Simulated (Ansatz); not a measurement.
The reference is GaN in the zinc blende structure (space group F-43m, No. 216; a = 4.4981 Å).

Calculations: PBEsol, PAW, 420 eV (Ansatz, a quantum-chemistry and plane-wave program; no spin-orbit coupling).

Before the change:

The electron mass comes out as 0.15 mₑ (at Γ), the density is 6.11 g/cm³ and the band gap comes out as 1.70 eV.

It is then changed as follows: a negative pressure, −1 GPa.

Problem. Predict the new electron mass.

Solution. The electron mass stays 0.15 mₑ (at Γ).

Problem. What does the calculation give for the density after the change?

Solution. The density drops by 0.03 g/cm³ to 6.08 g/cm³.

Problem. How does this affect the band gap?

Solution. The band gap shrinks by 0.03 eV (1.70 eV → 1.67 eV).

Load acts through the strain it causes; cell and atoms are relaxed under it. Masses are band curvatures over ±0.01 Å⁻¹ around the edge. Stability against distortions was not tested. This is not the structure that GaN has at room temperature and ambient pressure.
